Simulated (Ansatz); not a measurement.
The starting structures come from a database of crystals and need not be the phases stable at ambient conditions.

The decay constant κ of evanescent states in the gap governs leakage through a thin film.

Given:

```
CuI
1.0
    4.24370     0.00000     0.00000
    0.00000     6.98836     0.00000
    2.12185     0.00000     3.67515
Cu I
2 2
Cartesian
  4.24370   0.88976   2.45010
  2.12185   4.38394   1.22505
  4.24370   3.47797   2.45010
  2.12185   6.97215   1.22505
```

The cell is taken as given.

Transport runs along the normal of the first two printed cell vectors, the (100) plane of the conventional cell.

The gap is the functional's own. No spin-orbit coupling. Mid-gap values are those at the computed energy nearest the middle.

Problem. Estimate the band gap and the smallest decay constant κ at mid-gap that r2SCAN run with Ansatz (a first-principles code) returns for this system.

Solution. Gap 1.73 eV on a 8×6×8 mesh; κ = 0.152 1/Å, at the zone centre.
